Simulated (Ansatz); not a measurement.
A periodic model of amorphous Ti20O41Ba:

```xyz
62
Lattice="9.2555 0.1921 -0.1049 0.1921 9.2831 0.2736 -0.1049 0.2736 9.0574" Properties=species:S:1:pos:R:3 pbc="T T T"
Ti     0.9726     6.6589     7.7157
Ti     6.6917     6.0113     7.3197
Ti     8.5163     3.1624     6.5685
Ti     8.1064     6.7833     1.2225
Ti     8.3006     8.8602     5.9030
Ti     9.2499     6.0778     4.5916
Ti     0.1846     2.1711     3.7918
Ti     5.5644     7.1901     4.8506
Ti     3.2990     6.0347     3.2828
Ti     2.1370     8.6813     4.0895
Ti     3.0969     2.9338     1.2895
Ti     2.4215     3.9957     5.5048
Ti     4.8387     2.9204     8.0922
Ti     3.1001     8.1051     0.6170
Ti     0.0193     0.6384     1.0624
Ti     5.4999     3.9015     5.4012
Ti     5.5502     8.8192     8.2271
Ti     8.7403     3.6802     0.5523
Ti     5.6640     4.5463     2.1903
Ti     1.8612     0.6900     6.9908
O      5.4622     4.7266     7.5838
O      5.3651     6.2114     3.0305
O      8.3935     6.4046     3.0823
O      5.4307     7.4208     6.7369
O      3.1071     2.7407     8.5545
O      2.5200     6.9638     8.6475
O      6.6805     2.8085     6.3001
O      1.1869     3.3885     1.1462
O      8.5950     1.3724     4.9695
O      3.9018     5.0474     4.9162
O      6.7399     7.1975     8.8432
O      0.7303     7.7721     4.7153
O      7.3446     4.8403     1.3201
O      0.1954     6.0098     0.3363
O      1.6608     5.4156     3.9957
O      5.8446     3.4234     3.6071
O      2.2607     0.4795     5.2260
O      4.9154     8.1625     0.8993
O      1.5485     5.3203     6.6119
O      5.1941     3.1945     0.8823
O      8.4788     6.8729     6.3546
O      7.2473     9.2287     7.1970
O      0.7836     8.5527     7.2194
O      3.6435     4.6978     2.0563
O      8.2141     4.6037     7.7324
O      3.6855     9.2440     7.8677
O      2.5087     7.5273     2.3337
O      5.6029     1.3066     8.4770
O      0.8986     0.6640     2.7936
O      8.8631     4.1070     4.9726
O      1.8517     2.9042     4.1550
O      8.3307     8.7031     1.3663
O      3.8027     7.7059     4.4287
O      8.4728     2.2974     8.7113
O      6.4984     5.5802     5.3797
O      3.9899     2.9914     6.1869
O      1.5214     0.1411     0.1027
O      8.3368     2.4268     2.1306
O      3.4063     1.4912     2.1633
O      6.8181     8.4590     4.5913
O      1.0920     2.3888     6.8020
Ba     5.8875     0.8932     2.2545
```

The numbers are results of PBE, scalar-relativistic without spin-orbit coupling (plane waves to 420 eV, PAW; Ansatz, a first-principles code), not measurements.

Preparation: random packing, a CHGNet melt and quench, and a DFT relaxation. O atoms were pushed apart under 1.9 Å during the dynamics, to hinder bonds among them. The hot cell started wider than the set density and was brought back towards it in steps. It is the lowest in DFT energy of 2 quenches. It is a model cell: composition and starting density were chosen by hand, and all elements were melted together. No dispersion term was used. Its density started from a set value of 3.74 and ended at 3.74 g/cm³. The quench (nominally 240 K/ps over its main leg) was far faster than any real one, so the model tends to hold more defects than a real film. A cell of this size samples the disorder only roughly. The volume was held where the preparation left it and the shape relaxed, at a PBE pressure of -0.3 GPa (tension).

Neighbours within Ti-Ti 3.12 Å, Ti-O 2.64 Å, Ti-Ba 3.93 Å, O-O 1.58 Å, O-Ba 3.37 Å, Ba-Ba 4.73 Å count as bonded. Two cations that share two anions don't count as bonded, nor two that share one unless they lie closer than Ti-Ti 3.04 Å, Ti-Ba 3.82 Å, Ba-Ba 4.60 Å.

Question: Give the coordination numbers, mean bond lengths and angles.

Answer: 
The mean coordination of Ti by anions is 5.50 (10 with 5, 10 with 6); 1 close contacts or bonds to cations besides and the mean coordination of O comes out as 2.88 (8 with 2, 30 with 3, 3 with 4). The mean coordination of Ba by anions is 8.00 (1 with 8); 1 close contacts or bonds to cations besides. The mean Ti-O bond is 1.983 Å (spread 0.174 Å, 110 counted) and the mean O-Ba bond is 2.810 Å (spread 0.109 Å, 8 counted). The bond angle at Ti comes out as mean 104.4°, spread 27.8° and the bond angle at O is mean 116.4°, spread 20.2°. The bond angle at Ba is mean 98.3°, spread 32.9°.

Question: List the pairs of like atoms that count as bonded by the rules above.

Answer: There are none by these rules.
